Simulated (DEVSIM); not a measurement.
Structure: Al/SiON/SiO2/p-Si capacitor, at 300 K.

| layer (left to right) | material | thickness (nm) | Na (cm⁻³) |
|---|---|---|---|
| 1 | SiON | 5.20 | - |
| 2 | SiO2 | 0.530 | - |
| 3 | Si | 9900 | 3.4e15 |

Metal gate on the left, work function 4.1 eV. Fixed charge at the semiconductor interface 0 cm⁻² (in units of +e); no interface traps.

This is a model device: material constants are rounded textbook-type values typed into the input, and sizes, dopings and lifetimes were drawn at random. Values at 300 K.

```csv
parameter,SiON,SiO2,Si
gap (eV),7,9,1.124
affinity (eV),1.4,0.9,4.05
permittivity,5.5,3.9,11.7
Nc (cm⁻³),-,-,2.86e19
Nv (cm⁻³),-,-,3.1e19
```

Simulated with DEVSIM: 1D Poisson equation in equilibrium, Boltzmann statistics, complete ionisation; no quantum confinement or tunnelling. Metal contacts follow the ideal Schottky-Mott rule: no Fermi-level pinning, no interface dipoles.

Q: Tabulate band edges, carrier densities and field at -0.4 V on the gate.

A: Energies count from the Fermi level of the right contact; mesh points crowd at the junctions.

```tsv
x (μm)	Ec (eV)	Ev (eV)	n (cm⁻³)	p (cm⁻³)	field (V/cm)
0.000	3.100	-3.900	< 1e2	< 1e2	43000
0.001321	3.106	-3.894	< 1e2	< 1e2	43000
0.003325	3.114	-3.886	< 1e2	< 1e2	43000
0.004857	3.121	-3.879	< 1e2	< 1e2	43000
0.005770	0.476	-0.648	2.9e11	4.0e8	20000
0.007467	0.479	-0.645	2.6e11	4.5e8	20000
0.01156	0.487	-0.637	1.9e11	6.2e8	20000
0.02826	0.520	-0.604	5.3e10	2.2e9	19000
0.06176	0.580	-0.544	5.1e9	2.3e10	17000
0.1474	0.708	-0.416	3.6e7	3.2e12	13000
0.3493	0.863	-0.261	92000	1.3e15	3200
1.133	0.888	-0.236	34000	3.4e15	≈ 0
2.824	0.888	-0.236	34000	3.4e15	≈ 0
6.257	0.888	-0.236	34000	3.4e15	≈ 0
8.793	0.888	-0.236	34000	3.4e15	≈ 0
9.461	0.888	-0.236	34000	3.4e15	≈ 0
9.722	0.888	-0.236	34000	3.4e15	≈ 0
9.833	0.888	-0.236	34000	3.4e15	≈ 0
9.884	0.888	-0.236	34000	3.4e15	≈ 0
9.898	0.888	-0.236	34000	3.4e15	≈ 0
9.903	0.888	-0.236	34000	3.4e15	≈ 0
9.906	0.888	-0.236	34000	3.4e15	≈ 0
```
